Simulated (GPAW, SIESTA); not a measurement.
A SIESTA input for a self-consistent single point of AlN (F-43m, 2 atoms in the cell) (DFT, GGA PBE, numerical atomic orbitals DZP, PseudoDojo PBE standard norm-conserving potentials (rewritten from UPF to PSML)):

```
# files in the folder: Al.psml N.psml (PseudoDojo PBE standard)
SystemName  AlN
SystemLabel siesta

NumberOfAtoms                2
NumberOfSpecies              2
%block ChemicalSpeciesLabel
  1 13 Al
  2 7 N
%endblock ChemicalSpeciesLabel
LatticeConstant              1.0 Ang
%block LatticeVectors
     0.000000000    2.146200000    2.146200000
     2.146200000    0.000000000    2.146200000
     2.146200000    2.146200000    0.000000000
%endblock LatticeVectors
AtomicCoordinatesFormat      ScaledCartesian
%block AtomicCoordinatesAndAtomicSpecies
     0.000000000    0.000000000    0.000000000  1
     1.073100000    1.073100000    1.073100000  2
%endblock AtomicCoordinatesAndAtomicSpecies

XC.functional                GGA
XC.authors                   PBE
PAO.BasisSize                DZP
PAO.EnergyShift              0.01 Ry
MeshCutoff                   300 Ry
%block kgrid.MonkhorstPack
   10   0   0  0.0
    0  10   0  0.0
    0   0  10  0.0
%endblock kgrid.MonkhorstPack
OccupationFunction           FD
ElectronicTemperature        0.01 eV

MaxSCFIterations             150
SCF.Mixer.Method             Broyden
SCF.Mixer.Weight             0.25
SCF.Mixer.History            8
SCF.DM.Tolerance             1.0E-05
Diag.ParallelOverK           true
WriteForces                  true
Charge.Mulliken              end
```

Task: Give the GPAW input for the same structure, mesh, smearing and functional.

Result: One input that does it (others would too):

```python
from ase import Atoms
from ase.units import GPa
from gpaw import GPAW, PW, FermiDirac

atoms = Atoms(['Al', 'N'],
              cell=[[0.000000, 2.146200, 2.146200],
                    [2.146200, 0.000000, 2.146200],
                    [2.146200, 2.146200, 0.000000]],
              scaled_positions=[[0.000000, 0.000000, 0.000000],
                                [0.250000, 0.250000, 0.250000]],
              pbc=True)

calc = GPAW(mode=PW(950),
            xc='PBE',
            kpts={'size': (10, 10, 10), 'gamma': True},
            occupations=FermiDirac(0.01),
            nbands=-8,
            convergence={'density': 1e-05, 'energy': 1e-05, 'bands': -6},
            symmetry={'symmorphic': False, 'tolerance': 0.0005},
            maxiter=100,
            txt='-')

atoms.calc = calc

energy = atoms.get_potential_energy()
print('Energy (eV):', round(energy, 6))
forces = atoms.get_forces()
print('Forces (eV/Ang):')
print(forces.round(5))
stress = atoms.get_stress()
print('Stress (GPa, Voigt):', (stress / GPa).round(4))
```

Basis settings and potentials, where a program has them, do not carry over. This input uses DFT PBE, plane waves, GPAW PAW datasets PBE (gpaw-data 1.0.1). Both were run: gap on the mesh 3.318 eV in SIESTA and 3.332 in GPAW.

On GPAW: the starting cell has typed, rounded lattice constants, without a prior relaxation at this level. For this run, on top of that: lattice scaled by 0.98.

On SIESTA: the starting cell has typed, rounded lattice constants, without a prior relaxation at this level. For this run, on top of that: lattice scaled by 0.98. Values carry the incompleteness of an atom-centred basis. With a pressure of about 19 GPa the cell is away from its equilibrium volume at this level.
